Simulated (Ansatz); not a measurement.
The starting structures come from a database of crystals and need not be the phases stable at ambient conditions.

Evanescent states of CsHF2 (I4/mcm, not sure to be the ambient phase, 8 atoms a cell, 18.8 Å³ an atom) along the normal of (111)

The numbers are results of PBEsol (plane waves, PAW; Ansatz, an electronic-structure program), not measurements.

The gap is the functional's own. No spin-orbit coupling. Mid-gap values are interpolated on the energy grid.

Energies count from the valence-band top; κ is the least over a 4×4 mesh across the current.

```
E (eV)  κ (1/Å)  where
------  -------  -----
0.15      0.285      Γ
0.45      0.403      Γ
0.75      0.437      Γ
1.05      0.461      Γ
1.35      0.478      Γ
1.65        ___      Γ
1.95        ___      Γ
2.25        ___      Γ
2.55        ___      Γ
2.85        ___      Γ
3.15        ___      Γ
3.45        ___      Γ
3.75        ___      Γ
4.05        ___      Γ
4.35      0.437      Γ
4.65        ___      Γ
4.95        ___      Γ
5.25      0.356      Γ
5.55      0.317      Γ
5.85      0.268      Γ
6.15      0.199      Γ
6.45      0.066      Γ
```

Task: Complete the blanks.

Result: 
- 1.65, κ (1/Å): 0.490
- 1.95, κ (1/Å): 0.498
- 2.25, κ (1/Å): 0.501
- 2.55, κ (1/Å): 0.502
- 2.85, κ (1/Å): 0.498
- 3.15, κ (1/Å): 0.492
- 3.45, κ (1/Å): 0.483
- 3.75, κ (1/Å): 0.471
- 4.05, κ (1/Å): 0.456
- 4.65, κ (1/Å): 0.415
- 4.95, κ (1/Å): 0.388
